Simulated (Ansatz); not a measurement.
## What each level gives and costs: SrMg2Bi2 (P-3m1, 5 atoms in the cell)

```xyz
5
Lattice="4.7872 0.0000 0.0000 -2.3936 4.1458 0.0000 0.0000 0.0000 7.9126" Properties=species:S:1:pos:R:3 pbc="T T T"
Sr     0.0000     0.0000     0.0000
Mg     2.3936     1.3819     2.9676
Mg     0.0000     2.7639     4.9451
Bi     2.3936     1.3819     5.9086
Bi     0.0000     2.7639     2.0040
```

Program: Ansatz (an electronic-structure program), default PAW files made with PBE; each row names its functional.

Base settings: basis.ecutwfc = 420 eV; kpoints.mp_grid.grid = 4 4 2; hamiltonian.xc = hse06; hamiltonian.pseudopotentials = {kind: paw} (the program's default PAW files); scf.occupations.method = gaussian; scf.occupations.width = 0.02 eV.

Differences are taken from HSE06, a reference of convenience: it is no measurement, and no ranking of the functionals follows.

Core times come from one kind of shared machine and are given to one figure; runs under 30 s give none.

The starting cell comes from a database of computed structures (which also holds hypothetical and non-ambient phases and stackings), without a prior relaxation at this level. Its lattice was rescaled by a random factor within 2.5 % of one. Spin-orbit coupling is off. Ansatz's pressure includes its estimate of the finite-basis (Pulay) stress.

```
level   gap on the mesh less reference (eV)  pressure less reference (GPa)  largest difference in the force on any atom (eV/Å)  core time / reference (rough)
------  -----------------------------------  -----------------------------  --------------------------------------------------  -----------------------------
PBEsol                               -0.659                          -0.67                                               0.124                              –
PBE0                                  0.580                          -0.03                                               0.006                              1
HSE06                                 0.000                           0.00                                               0.000                              1
```

Keys are those of Ansatz 0.2.
